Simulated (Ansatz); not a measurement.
Where the default PAW files enter, the runs use the earlier of Ansatz's two default sets.

Tunnelling through a barrier is set by its complex band structure: the current falls as exp(−2κd) with the smallest κ.

Data:

```xyz
4
Lattice="4.3388 0.0000 0.0000 2.1694 6.7773 -0.0364 2.1694 -0.2249 1.2322" Properties=species:S:1:pos:R:3 pbc="T T T"
B      4.3388     4.9143     0.8969
B      4.3388     1.6381     0.2990
N      1.4463     1.6381     0.2990
N      7.2313     4.9143     0.8969
```

Space group of this cell: P6_3/mmc. The cell was relaxed by PBE-D3(BJ); by r2SCAN its mean pressure is -1.3 GPa.

Transport runs along the normal of the first two printed cell vectors, the (111) plane of the conventional cell.

The gap is the functional's own. No spin-orbit coupling. Mid-gap values are interpolated on the energy grid.

Problem. Give the band gap and the smallest decay constant κ at mid-gap that Ansatz (a program for electronic structure) with r2SCAN yields.

Solution. Gap 4.20 eV on a 24×24×24 mesh; κ = 0.338 1/Å, at (0.000, 0.333) of the in-plane reciprocal vectors. At the zone centre, at the nearest computed energy, the slowest state has κ = 0.36 1/Å.
